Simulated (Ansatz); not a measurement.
**Bi in the diamond structure (space group Fd-3m, No. 227; a hypothetical phase, not in the database extracts checked)**

Space group Fd-3m, origin choice 1 (No. 227); a = b = c = 7.165 Å, α = β = γ = 90.00°

```json
[
 {"atom": "Bi", "site": "8a", "symmetry": "-43m", "x": "0.0000", "y": "0.0000", "z": "0.0000"}
]
```
(The calculation used a cell of 2 atoms; values per cell refer to that cell.)

Calculations: PBEsol (Ansatz, a program for electronic structure; PAW; 420 eV plane waves; spin-orbit coupling left out). k-mesh 11×11×11 (Γ-centred); smearing 0.05 eV (Fermi–Dirac).

```json
{
  "volume_per_atom": "45.97 Å³",
  "density": "7.55 g/cm³",
  "band_gap": "zero",
  "total_energy": "-12241.728 eV/atom (σ→0; compares only within this code and set-up)"
}
```

Stability against distortions was not tested.
